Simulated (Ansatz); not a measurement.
The starting structures come from a database of crystals and need not be the phases stable at ambient conditions.

By PBEsol, the system below comes out a metal.

Without scattering a metal conducts by its projected Fermi surface.

Consider the following.

```yaml
crystal:
  lattice:
    - [2.93868, 0.00000, 0.00000]
    - [0.00000, 4.15592, 0.00000]
    - [0.00000, 2.07796, 2.07796]
  atoms:
    - { symbol: Ti, position: [0.00000, 0.00000, 0.00000] }
    - { symbol: Fe, position: [0.50000, 0.50000, 0.00000] }
```

The cell is taken as given; by PBEsol it stands under a pressure of -4.6 GPa.

The current flows along the normal of the first two printed cell vectors, the (110) plane of the conventional cell. No spin-orbit coupling; the value is a mean over 0.1 eV about the Fermi level.

**Question.** Estimate the ballistic conductance per area that PBEsol (Ansatz, a quantum-chemistry and plane-wave program) returns for this system.

**Answer.** 0.36 × 10¹⁵ S/m² for both spins.
